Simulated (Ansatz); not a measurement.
**A computed series for Ag: pressure series**

The parent structure is Ag in the fcc (Cu type) structure (space group Fm-3m, No. 225; a = 4.105 Å).

Cell and atoms are relaxed at each pressure.

All numbers come from r2SCAN in Ansatz (plane waves to 500 eV, PAW, scalar-relativistic without spin-orbit coupling).

Notes on the quantities. enthalpy: H = E + PV relative to the base's energy.

| case | enthalpy | shortest interatomic distance |
|---|---|---|
| base | – | 2.903 Å |
| pressure −2 GPa | -0.22 eV/atom | 2.923 Å |
| pressure −1 GPa | -0.11 eV/atom | 2.913 Å |
| pressure 0.9 GPa | +0.10 eV/atom | 2.895 Å |
| pressure 2.1 GPa | +0.22 eV/atom | 2.884 Å |
| pressure 4.5 GPa | +0.48 eV/atom | ? |
| pressure 9 GPa | +0.94 eV/atom | 2.834 Å |
| pressure 15 GPa | +1.53 eV/atom | 2.800 Å |
| pressure 22.5 GPa | +2.24 eV/atom | 2.765 Å |
| pressure 30 GPa | +2.93 eV/atom | 2.736 Å |

### Question
What belongs in the blanks?

### Answer

- pressure 4.5 GPa, shortest interatomic distance: 2.865 Å

Load acts through the strain it causes; cell and atoms are relaxed under it. Whether these cells are dynamically stable was not tested. No other phases were tried under pressure.

Ansatz is an electronic-structure program.
